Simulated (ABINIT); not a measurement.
Band structure of Mg2Ge (Fm-3m, 3 atoms in the cell).

```xyz
3
Lattice="0.0000 3.1950 3.1950 3.1950 0.0000 3.1950 3.1950 3.1950 0.0000" Properties=species:S:1:pos:R:3 pbc="T T T"
Mg     1.5975     1.5975     1.5975
Mg     4.7925     4.7925     4.7925
Ge     0.0000     0.0000     0.0000
```

Level of theory: PBE, norm-conserving pseudopotentials (PseudoDojo nc-sr-05 PBE standard) (plane waves; ABINIT).

Settings: pseudos = [Mg.upf, Ge.upf]; ecut = 84 Ry; ixc = 11; occopt = 3; tsmear = 0.02 eV; ngkpt = 7 7 7; nshiftk = 1; shiftk = 0 0 0; potentials = PseudoDojo nc-sr-05 PBE standard; kptopt = 1; nstep = 50; tolvrs1 = 1e-12; ndtset = 2.

The starting cell has typed, rounded lattice constants, without a prior relaxation at this level.

Q: Predict the gap along the standard path and the places of the band edges.

A: The gap along the path is 0.14 eV, from Γ to X; the smallest direct gap on it is 1.01 eV.

Levels in eV from the top of the valence band on the SCF mesh, bands 14 to 21:
| point | 14 | 15 | 16 | 17 | 18 | 19 | 20 | 21 |
|---|---|---|---|---|---|---|---|---|
| Γ | -9.74 | 0.00 | 0.00 | 0.00 | 1.01 | 2.80 | 2.80 | 2.80 |
| X | -8.05 | -4.53 | -2.01 | -2.01 | 0.14 | 0.53 | 7.89 | 7.89 |
| W | -8.02 | -3.68 | -3.68 | -2.70 | 2.78 | 3.71 | 3.76 | 3.76 |
| K | -8.07 | -4.10 | -3.51 | -1.68 | 0.70 | 3.11 | 6.03 | 6.08 |
| L | -8.51 | -4.85 | -0.74 | -0.74 | 0.98 | 2.75 | 2.75 | 4.83 |
| U | -8.07 | -4.10 | -3.51 | -1.68 | 0.70 | 3.11 | 6.03 | 6.08 |
